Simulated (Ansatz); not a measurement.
LuAsO₄ (I4₁/amd, No. 141, 12 atoms in the cell; start COD 9011135), treated with r²SCAN+SOC in Ansatz (plane waves, PAW).

Run with plane-wave cutoff 560 eV, 8×8×8 k mesh, Fermi–Dirac smearing 0.01 eV, PAW data made under PBE.

Cell (measured lattice):

Space group I4₁/amd, origin choice 1 (No. 141); a = 6.949 Å, b = 6.949 Å, c = 6.227 Å, α = 90.00°, β = 90.00°, γ = 90.00°

```
atom  site  symmetry       x       y       z
----  ----  --------  ------  ------  ------
Lu      4a      -4m2  0.0000  0.0000  0.0000
As      4b      -4m2  0.0000  0.0000  0.5000
O      16h       .m.  0.3167  0.0000  0.0739
```
(The calculation used a cell of 12 atoms; values per cell refer to that cell.)

Question: Estimate the band gap and smallest direct gap on the k points sampled that the calculation returns.

Answer: 
- band gap = 4.71 eV (indirect)
- smallest direct gap on the k points sampled = 4.80 eV

Note: the file's cell can be that of a phase stable at another temperature; cell and atoms aren't relaxed at this level (largest force component 0.17 eV/Å, pressure 0.8 GPa).

Static lattice: no zero-point or thermal effects.

Computing time: about 40 core-minutes (a rough figure).

Ansatz is a first-principles code.
